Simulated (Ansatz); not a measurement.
**BaHfO3: band gap against strain**

BaHfO3 (cubic perovskite, Pm-3m, 14.373 Å³/atom and stress up to 0.01 GPa in the relaxed cell, cube axes along x, y and z) under an engineering shear γ in the xy plane. PBEsol in Ansatz, a plane-wave DFT program (PAW, default set), 420 eV, 8×8×8 Γ-centred mesh, Fermi-Dirac smearing 0.05 eV; ions are relaxed, or left where forces stay under 0.02 eV/Å, within the symmetry of each cell. Gaps are the smallest over the k-mesh and a band path, without spin-orbit coupling; in all rows the valence edge lies at about 1.3 Å⁻¹ from Γ and the conduction edge at Γ.

Here s stands for strain and Eg for gap.

| strain (%) | gap (eV) |
|---|---|
| 0.00 | 3.58 |
| 0.66 | 3.55 |
| 1.34 | 3.52 |
| 2.00 | 3.49 |
| 4.00 | ? |

**Question.** Using a straight line, estimate the missing Eg at s = 4.00 from the other rows, showing the fit.

**Answer.** Means: s 1.0000, Eg 3.535. About the means, the sum of products is -0.10020 and the sum of squares of s is 2.2312; the slope is their ratio. Least squares gives Eg = 3.580 - 0.0449·s. Residuals (row less fit): 0.000, 0.000, 0.000, 0.000; standard error 0.000 (degrees of freedom: 2). Over these rows the gap moves by -4.49 ± 0.02 eV per unit strain. At the withheld row, Eg = 3.580 - 0.0449 × 4.00 = 3.400 eV. The calculation gives 3.39 eV, 0.010 eV below the prediction (5.3 % of the range of Eg in the table). The row lies outside the fitted rows, so this is an extrapolation. The scatter of the fitted rows lies at the last printed digit.

The primitive cell can neither tilt nor turn polar against its symmetry, as such crystals can under strain. Spin-orbit coupling is left out, which can shift this property for BaHfO3. Rows are the converged runs of the series near zero and its far end, less any whose ions stayed unrelaxed beside relaxed ones; series whose fitted rows scatter by over a few per cent of the range, as at a crossing or softening among them, aren't shown in this form. Most that stay on the fit to the last digits aren't either.
